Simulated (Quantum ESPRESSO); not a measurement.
Input and output of a self-consistent single point for NaHF₂ (R-3m, 4 atoms in the cell) (Quantum ESPRESSO).

Method of the run: rVV10, PseudoDojo standard norm-conserving (PBE) pseudopotentials (plane waves; Quantum ESPRESSO 7.5).

```
CELL_PARAMETERS angstrom
      1.73700    -1.00286     4.58333
      0.00000     2.00571     4.58333
     -1.73700    -1.00286     4.58333
ATOMIC_POSITIONS crystal
  H  0.50000 0.50000 0.50000
  F  0.41760 0.41760 0.41760
  F  0.58240 0.58240 0.58240
  Na 0.00000 0.00000 0.00000
```

Reference input (self-consistent single point, DFT, LDA (PW92), plane waves, PseudoDojo standard norm-conserving (LDA) pseudopotentials): ecutwfc = 90 Ry; occupations = smearing; smearing = gauss; degauss = 0.0073499 Ry; potentials = {H: H.upf, F: F.upf, Na: Na.upf}; K_POINTS = automatic 6 6 6 0 0 0; conv_thr = 1e-08 Ry; mixing_beta = 0.5. This run's input differs from it in these lines:

```diff
@@ -18,2 +18,3 @@
     degauss = 0.0073499,
+    input_dft = 'rvv10',
 /
```

Its files differ too (potentials: PseudoDojo standard norm-conserving (PBE)).

Output (repeated stretches shortened):

```
     Self-consistent Calculation

     iteration #  1     ecut=    90.00 Ry     beta= 0.50

     total energy              =    -191.77684777 Ry
     estimated scf accuracy    <       0.30021340 Ry

     iteration #  2     ecut=    90.00 Ry     beta= 0.50

     total energy              =    -191.85587594 Ry
     estimated scf accuracy    <       0.02918952 Ry

     iteration #  3     ecut=    90.00 Ry     beta= 0.50

     total energy              =    -191.85917608 Ry
     estimated scf accuracy    <       0.00285389 Ry

   [... 3 blocks of this kind left out ...]

     iteration #  7     ecut=    90.00 Ry     beta= 0.50

     total energy              =    -191.85937008 Ry
     estimated scf accuracy    <       0.00000002 Ry

     iteration #  8     ecut=    90.00 Ry     beta= 0.50
     End of self-consistent calculation

     the Fermi energy is     1.1594 ev

!    total energy              =    -191.85937009 Ry
     estimated scf accuracy    <          9.6E-09 Ry
     smearing contrib. (-TS)   =      -0.00000000 Ry
     internal energy E=F+TS    =    -191.85937009 Ry

     convergence has been achieved in   8 iterations

     Forces acting on atoms (cartesian axes, Ry/au):

     atom    1 type  1   force =     0.00000000    0.00000000    0.00000000
     atom    2 type  2   force =     0.00000000    0.00000000   -0.01737379
     atom    3 type  2   force =     0.00000000    0.00000000    0.01737379
     atom    4 type  3   force =    -0.00000000   -0.00000000   -0.00000000

     Total force =     0.024570     Total SCF correction =     0.000223

          total   stress  (Ry/bohr**3)                   (kbar)     P=        4.82
  -0.00004645   0.00000000   0.00000000           -6.83        0.00        0.00
   0.00000000  -0.00004645  -0.00000000            0.00       -6.83       -0.00
   0.00000000  -0.00000000   0.00019112            0.00       -0.00       28.11

   JOB DONE.
```

The run converged in 8 iterations. Against the reference run the pressure goes from -2.56 to 0.48 GPa, the largest force goes from 0.302 to 0.447 eV/Å and the gap on the mesh goes from 6.627 to 6.613 eV.

The starting cell comes from a database of published, mostly measured structures (it also holds non-ambient and calculated ones), without a prior relaxation at this level.

Cost on one core of a shared machine: roughly 50 s.
